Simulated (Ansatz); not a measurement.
For cubic perovskite BaHfO3, r²SCAN (PAW; Ansatz, a quantum-chemistry and plane-wave program) gives:

```
Quantity                         Result
------------------------------  -------
equilibrium lattice constant a  4.177 Å
bulk modulus                    171 GPa
band gap at the measured cell   4.20 eV
```

Question: What does Hartree–Fock (Ansatz, plane waves, PAW) give for the same quantities?

Answer: 
- lattice constant a: 4.218 Å (rises by 1.0 %)
- bulk modulus: 174 GPa (goes up by 1.8 %)
- band gap at the measured cell: 13.73 eV (rises by 9.53 eV)

For comparison: lattice constant a 4.171 Å (measured, room temperature, not corrected to a static lattice, our sources range from 4.171 to 4.180; as tabulated in Zhao et al. (2008), arXiv:0809.3506).

Changes are worked out from the printed values.

Unless a cell is named, each level is at its own relaxed cell (r²SCAN 14.58, Hartree–Fock 15.01 Å³/atom).

Levels without +SOC leave out spin–orbit coupling, which shifts energies and cells of such heavy elements.

Levels without +SOC have no spin–orbit coupling; where heavier elements are present it shifts gaps, mostly down, and can invert bands. Density-functional gaps are differences of (generalised) Kohn–Sham levels.

Ansatz's density-functional and Hartree–Fock values are scalar-relativistic unless marked +SOC, with PAW data made under PBE.
